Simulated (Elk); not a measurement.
Band structure of Al3Sc (Pm-3m, 4 atoms in the cell).

```
CELL_PARAMETERS angstrom
      4.07827     0.00000     0.00000
      0.00000     4.07827     0.00000
      0.00000     0.00000     4.07827
ATOMIC_POSITIONS crystal
  Sc 0.00000 0.00000 0.00000
  Al 0.00000 0.50000 0.50000
  Al 0.50000 0.00000 0.50000
  Al 0.50000 0.50000 0.00000
```

Level of theory: PBE, all-electron FP-LAPW, Elk's shipped species files, APW+lo basis with extra local orbitals (Elk 10.2.4).

Settings: xctype = 20; rgkmax = 7.5; stype = 0; swidth = 0.00999582 Ha; ngridk = 8 8 8; gmaxvr = 16 1/bohr; nxlo = 2; lorbcnd = true; lmaxi = 3; maxscl = 100.

The starting cell has typed, rounded lattice constants, without a prior relaxation at this level. Its lattice was rescaled by a random factor within 2.5 % of one. Values depend on the basis (sphere radii, cutoffs, local orbitals), which need not be converged.

Levels in eV from the Fermi level, bands 16 to 23:
```json
[
 {"point": "Γ", "16": "-2.65", "17": "-1.83", "18": "-1.83", "19": "-1.83", "20": "1.24", "21": "1.30", "22": "1.30", "23": "1.30"},
 {"point": "X", "16": "-1.74", "17": "-1.74", "18": "-1.51", "19": "0.87", "20": "1.00", "21": "1.00", "22": "1.34", "23": "1.64"},
 {"point": "M", "16": "-5.66", "17": "-4.39", "18": "-0.56", "19": "-0.56", "20": "1.19", "21": "1.37", "22": "2.08", "23": "2.51"},
 {"point": "R", "16": "-4.83", "17": "-4.51", "18": "-2.98", "19": "-2.98", "20": "-2.98", "21": "0.94", "22": "2.62", "23": "2.62"}
]
```

Bands cross the Fermi level along this path, so the cell is metallic at this level.
